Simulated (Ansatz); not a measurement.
## InSb under a change: x(Nb) = 0.25, 8 atoms, Pmm2

Take InSb in the zinc blende structure (space group F-43m, No. 216; a = 6.557 Å) as the base.

The other end (x = 1) is NbIn in the zinc blende structure (space group F-43m, No. 216; a hypothetical phase, not in the database extracts checked): 31.06 Å³/atom, gap zero; this end may not be an ambient phase.

Modification: Nb replaces 25.0 % of the Sb, ordered in a cell of 8 atoms (starting symmetry Pmm2) and fully relaxed.

Computed with r2SCAN in Ansatz (plane waves to 500 eV, PAW, no spin-orbit coupling), earlier PAW set. Settings: 10×5×7 k-points, 0.05 eV Fermi–Dirac smearing, for the changed cell.

- Volume per atom = 35.33 Å³ (base 35.24 Å³)
- Density = 5.39 g/cm³ (base 5.57 g/cm³)
- Shortest interatomic distance = 2.813 Å (base 2.839 Å)
- Band gap = zero (base zero)
- Mixing energy = +0.12 eV/atom (to 0.01 eV only: unlike meshes or grids) (against an end that may be hypothetical)
- Deviation of the volume from the linear (Vegard-type) interpolation = +3.3 %
- Mean first-shell distances = Sb–In 2.851 Å (end compound 2.839 Å), Nb–In 2.818 Å (end compound 2.722 Å)

Final structure:

```yaml
crystal:
  lattice:
    - [4.59947, 0.00000, 0.00000]
    - [0.00000, 9.33228, 0.00000]
    - [0.00000, 0.00000, 6.58471]
  atoms:
    - { symbol: Nb, position: [0.50000, 0.00000, 0.75680] }
    - { symbol: Sb, position: [0.00000, 0.74838, 0.24714] }
    - { symbol: Sb, position: [0.50000, 0.50000, 0.74211] }
    - { symbol: Sb, position: [0.00000, 0.25162, 0.24714] }
    - { symbol: In, position: [0.00000, 0.00000, 0.00284] }
    - { symbol: In, position: [0.50000, 0.75550, 0.50463] }
    - { symbol: In, position: [0.00000, 0.50000, 0.99471] }
    - { symbol: In, position: [0.50000, 0.24450, 0.50463] }
```

Each cell is one ordered arrangement of few atoms, which overstates ordering effects compared with a random alloy. Spin-orbit coupling, missing from the scalar runs, can matter with Sb. Whether these cells are dynamically stable was not tested. The final runs are not spin-polarised. NbIn has a high density of states at the Fermi level and may be magnetic at this level. Gaps under 0.05 eV, about the width of the smearing, are given as zero. The zero or small gap of NbIn4Sb3 and InSb can change with the level of theory.

Ansatz is a program for electronic structure.
